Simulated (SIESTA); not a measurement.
A self-consistent single point of CaAu2 (Imma, 6 atoms in the cell) with SIESTA.

Method: LDA PW92, numerical atomic orbitals DZP, PseudoDojo LDA standard norm-conserving potentials (rewritten from UPF to PSML) (SIESTA).

```yaml
crystal:
  lattice:
    - [-2.25473, 3.48791, 4.08744]
    - [2.25473, -3.48791, 4.08744]
    - [2.25473, 3.48791, -4.08744]
  atoms:
    - { symbol: Ca, position: [0.70770, 0.45770, 0.25000] }
    - { symbol: Ca, position: [0.29230, 0.54230, 0.75000] }
    - { symbol: Au, position: [0.30065, 0.83990, 0.46075] }
    - { symbol: Au, position: [0.69935, 0.16010, 0.53925] }
    - { symbol: Au, position: [0.87915, 0.83990, 0.03925] }
    - { symbol: Au, position: [0.12085, 0.16010, 0.96075] }
```

Reference input (self-consistent single point, DFT, GGA PBEsol, numerical atomic orbitals DZP, PseudoDojo PBEsol standard norm-conserving potentials (rewritten from UPF to PSML)): XC.functional = GGA; XC.authors = PBEsol; potentials = PseudoDojo PBEsol standard; PAO.BasisSize = DZP; PAO.EnergyShift = 0.005 Ry; MeshCutoff = 350 Ry; kgrid.MonkhorstPack = 5 5 5; OccupationFunction = MP; OccupationMPOrder = 0; ElectronicTemperature = 1160.45 K; MaxSCFIterations = 150; SCF.Mixer.Method = Pulay. This run's input differs from it in these lines:

```diff
@@ -1,2 +1,2 @@
-# files in the folder: Ca.psml Au.psml (PseudoDojo PBEsol standard)
+# files in the folder: Ca.psml Au.psml (PseudoDojo LDA standard)
 SystemName  CaAu2
@@ -26,4 +26,4 @@
 
-XC.functional                GGA
-XC.authors                   PBEsol
+XC.functional                LDA
+XC.authors                   PW92
 PAO.BasisSize                DZP
```

Output (repeated stretches shortened):

```
        iscf     Eharris(eV)        E_KS(eV)     FreeEng(eV)     dDmax    Ef(eV) dHmax(eV)
   scf:    1   -18064.206304   -18139.320438   -18139.338940  3.234327 -2.243388 15.663000
   scf:    2   -18173.855595   -18162.090522   -18162.097492  1.123955 -3.304157  2.975332
   scf:    3   -18163.347629   -18162.882508   -18162.889614  0.147755 -3.463158  1.022846
   scf:    4   -18162.954008   -18162.937490   -18162.945415  0.055810 -3.501883  0.412913
   scf:    5   -18162.939950   -18162.943501   -18162.951198  0.020265 -3.474387  0.160042
   scf:    6   -18162.945909   -18162.945706   -18162.953446  0.009082 -3.488198  0.024242
   scf:    7   -18162.945805   -18162.945764   -18162.953504  0.001320 -3.488166  0.008719
   scf:    8   -18162.945772   -18162.945775   -18162.953509  0.001009 -3.487894  0.005696
   scf:    9   -18162.945778   -18162.945777   -18162.953512  0.000338 -3.488291  0.000059
   scf:   10   -18162.945777   -18162.945777   -18162.953512  0.000009 -3.488303  0.000035
SCF Convergence by DM+H criterion
max |DM_out - DM_in|         :     0.0000085073
max |H_out - H_in|      (eV) :     0.0000353187
SCF cycle converged after 10 iterations

Using DM_out to compute the final energy and forces

siesta: E_KS(eV) =           -18162.9458

siesta: E_KS - E_eggbox =    -18162.9458

siesta: Atomic forces (eV/Ang):
     1   -0.000025    0.000051    0.123695
     2    0.000025   -0.000051   -0.123695
     3   -0.000513   -0.316261   -0.139332
     4    0.000513    0.316261    0.139332
     5    0.000133    0.319751   -0.137142
     6   -0.000133   -0.319751    0.137142
   Tot   -0.000000    0.000000   -0.000000
   Max    0.319751
   Res    0.168584    sqrt( Sum f_i^2 / 3N )
   Max    0.319751    constrained

   [... lines left out ...]
siesta: FreeEng =    -18162.953512
   [... lines left out ...]
siesta:    -0.017610    0.000015    0.000023
siesta:     0.000015   -0.016921   -0.000028
siesta:     0.000023   -0.000028   -0.010412

siesta: Cell volume =        128.579547 Ang**3

siesta: Pressure (static):
siesta:                Solid            Molecule  Units
siesta:           0.00016316          0.00018498  Ry/Bohr**3
siesta:           0.01498106          0.01698433  eV/Ang**3
siesta:          24.00230915         27.21189938  kBar
```

The run converged in 10 iterations. Against the reference run the pressure goes from 5.76 to 2.40 GPa and the largest force stays at 0.348 eV/Å.

The starting cell comes from a database of computed structures (which also holds hypothetical and non-ambient phases and stackings), without a prior relaxation at this level. Its lattice was rescaled by a random factor within 2.5 % of one. Values carry the incompleteness of an atom-centred basis.

Cost on one core of a shared machine: roughly 50 s.
